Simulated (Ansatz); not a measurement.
Data:

```yaml
crystal:
  lattice:
    - [3.98998, 0.00000, 0.00000]
    - [-1.99499, 3.45543, 0.00000]
    - [0.00000, 0.00000, 9.26780]
  atoms:
    - { symbol: Hg, position: [0.67904, 0.00000, 0.66667] }
    - { symbol: Hg, position: [0.00000, 0.67904, 0.33333] }
    - { symbol: Hg, position: [0.32096, 0.32096, 0.00000] }
    - { symbol: S, position: [0.53003, 0.00000, 0.16667] }
    - { symbol: S, position: [0.00000, 0.53003, 0.83333] }
    - { symbol: S, position: [0.46997, 0.46997, 0.50000] }
```

No spin polarisation.

Method: PBEsol (Ansatz, an electronic-structure program, PAW, scalar-relativistic without spin-orbit coupling). Γ-centred 9×9×4 mesh, Fermi–Dirac width 0.05 eV.

Problem. Predict the electron mass and band gap.

Solution. 
* **Electron mass**: 0.39 mₑ along c, 1.2 mₑ across (at Γ)
* **Band gap**: 0.90 eV

With Hg present, leaving out spin-orbit coupling can change the band edges. Load acts through the strain it causes; cell and atoms are relaxed under it. Masses are band curvatures over ±0.01 Å⁻¹ around the edge. No phonon test of stability was made. The cell was made from HgS (space group P3_221, No. 154; made of chains) by this change: pressure 3 GPa. No dispersion term is included in the PBEsol runs.
